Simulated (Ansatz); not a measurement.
Consider MgO in the rock salt structure (space group Fm-3m, No. 225).

```
CELL_PARAMETERS angstrom
      0.00000     2.10744     2.10744
      2.10744     0.00000     2.10744
      2.10744     2.10744     0.00000
ATOMIC_POSITIONS crystal
  O  0.00000 0.00000 0.00000
  Mg 0.50000 0.50000 0.50000
```

Cartesian axes are those of the cell as printed.

Calculations: PBEsol (Ansatz, a quantum-chemistry and plane-wave program, PAW, without spin-orbit coupling), earlier PAW set.

One thing is altered: uniaxial strain ε_xx = +5.95 %, all other strain components held at zero, atoms relaxed at fixed cell.

Predict the stress tensor and what it implies for the stiffness.

Stress of the strained cell less that of the base (GPa, compression positive):
```
 -12.11    0.00    0.00
   0.00   -4.74    0.00
   0.00    0.00   -4.74
```

Then −Δσ_ii/ε with ε = 0.0595 gives secant stiffness values (nonlinear terms included at this strain): C11 ≈ 204 GPa, C12 ≈ 80 GPa and C13 ≈ 80 GPa.

As a check, the harmonic strain energy −½ V₀ Δσ:ε is 21 meV/atom; the computed energy rise is 24 meV/atom.

Whether these cells are dynamically stable was not tested.
